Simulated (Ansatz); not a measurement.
La2Zr2O7 (Fd-3m), PBEsol, rigid bands in Ansatz (a first-principles code): N_v = 2.56e20 cm⁻³ at 300 K and a hole conductivity mass of 1.75 mₑ.

For 1e16 holes per cm³ at 300 K, place the Fermi level, estimate the Seebeck coefficient of a parabolic band with constant τ, and give mobility and conductivity for τ = 50 fs.

The level lies k_BT ln(N_v/p) = 0.262 eV above the valence-band maximum. S ≈ +(k_B/e)[ln(N_v/p) + 5/2] = 1090 μV/K, against 1121 μV/K from the full bands (mean over directions). μ = eτ/m = 50.3 cm²/(V·s) and σ = peμ = 0.0805 S/cm. τ is assumed, not computed.

Band transport and this doping are assumed; polarons and phonon drag are left out. Spin-orbit coupling is left out; where it splits the top of the valence band, N_v and the p-type Seebeck coefficient come out somewhat high without it.

Formula and space group known from diffraction (Crystallography Open Database), not checked to be the room-temperature form: La2Zr2O7 (Fd-3m).
